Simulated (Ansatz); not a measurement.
Take HfO$_{2}$ (space group P2_1/c, No. 14; a = 5.1612 Å, b = 5.2118 Å, c = 5.3523 Å, α = γ = 90.00°, β = 99.66°) as the base.

(Cell as relaxed with PBE.)

Levels (all Ansatz, a program for electronic structure, PAW): PBE (420 eV, without spin-orbit coupling); r2SCAN (500 eV, no spin-orbit coupling).

Each level relaxes its own structure.

```
quantity                      PBE            r2SCAN
---------------  ----------------  ----------------
volume per atom          11.83 Å³          11.53 Å³
space group       P2_1/c (No. 14)   P2_1/c (No. 14)
band gap                  4.04 eV           4.59 eV
gap character    indirect, Γ → Y₂  indirect, Γ → Y₂
```

PBE's volume per atom lies 0.294 Å³ above r2SCAN's (2.5 %); PBE's band gap lies 0.55 eV below r2SCAN's; the two agree on the space group and gap character. Neither level is exact; r2SCAN is the comparison here, not a measurement.

Spin-orbit coupling, missing from the scalar runs, can matter with Hf. Gaps are read on the SCF mesh and a high-symmetry path. Stability against distortions was not tested.
